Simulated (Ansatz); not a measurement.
We consider cubic perovskite BaLiF₃, described by LDA in Ansatz (plane waves, PAW).

Numerical settings: plane-wave cutoff 520 eV, 8×8×8 k mesh, Fermi–Dirac smearing 0.01 eV, scalar-relativistic PAW data made under PBE.

The cell is scaled about its equilibrium volume:

| V (Å³/atom) | P (GPa) | direct gap at Γ (eV) |
|---|---|---|
| 11.039 | 6.78 | 6.738 |
| 11.274 | 4.28 | 6.718 |
| 11.509 | 2.06 | 6.697 |
| 11.744 | 0.07 | 6.674 |
| 11.979 | -1.70 | 6.649 |
| 12.213 | -3.27 | 6.623 |
| 12.448 | -4.68 | 6.596 |

A straight line through the gaps at Γ against ln V gives a volume deformation potential dE_g(Γ)/d ln V of -1.2 eV: the gap at Γ widens under compression.

Note: the relaxation could not lower the start's symmetry, so the cell can be a saddle point above a distorted one.

Spin–orbit coupling is not included.

Ansatz is a program for electronic structure.
